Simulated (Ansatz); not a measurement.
F on the 1x1 (101) surface of tetragonal HfO2 (a metastable polymorph) (cut with top plane O), one in a 2x1 cell, energies for each (46.0 Å²). Energies are against ½ F2(g), without zero-point or thermal terms; each row is named by its start (#2, #3: further inequivalent places of a kind).

Host crystal: tetragonal HfO2, with a band gap (PBE, scalar-relativistic without spin-orbit coupling).

Level of theory: PBE (plane waves to 420 eV, PAW; Ansatz, a first-principles code).

Set-up: 37 atoms, 7.6 Å thick at the start under the adsorbate (thin: gaps and levels are the slab's own); mesh 3x3x1; 0.01 eV smearing; dipole correction on; 16 atoms held, the rest relaxed; each run with such symmetry as its start has; spin-polarised, no spin-orbit, no U, no dispersion correction.

A negative adsorption energy means that the adsorbate is more stable on the surface than in its reference. Starts that drift may end in the same place. Heights count from the host atoms within 0.3 Å of the top one. Moments of ungapped slabs depend on the mesh.

| starting site | E_ads (eV) | height (Å) | nearest host atom (Å) | bonded to | change of the vacuum step (eV) | lateral drift (Å) | moment (μB) |
|---|---|---|---|---|---|---|---|
| top O | -0.55 | 0.95 | O 2.13 | 2 Hf | 0.34 | 1.7 | 1.0 |
| top O #2 (the adsorbate broke or entered a bond of the host) | -1.84 | 1.38 | Hf 1.92 | Hf | 0.91 | 1.9 | 1.0 |
| top Hf | -1.26 | 1.34 | Hf 1.95 | Hf | 0.72 | 0.1 | 1.0 |
| over Hf at depth 1.0 Å | -1.80 | 1.54 | Hf 1.91 | Hf | 0.88 | 0.1 | 1.0 |
| over O at depth 1.5 Å | -0.55 | 0.94 | O 2.14 | 2 Hf | 0.32 | 0.4 | 1.0 |
| hollow beside Hf | -1.26 | 1.34 | Hf 1.95 | Hf | 0.72 | 1.0 | 1.0 |
| hollow Hf-Hf-O-O-O over O at depth 1.8 Å | -1.80 | 1.54 | Hf 1.91 | Hf | 0.89 | 2.1 | 1.0 |
| bridge Hf-O (span 2.0 Å) (the adsorbate broke or entered a bond of the host) | -1.58 | 0.60 | Hf 1.95 | Hf | 0.77 | 0.3 | 1.0 |
| bridge O-O (span 4.0 Å) (the adsorbate broke or entered a bond of the host) | -1.97 | 1.31 | Hf 1.92 | Hf | 0.73 | 0.9 | 1.0 |
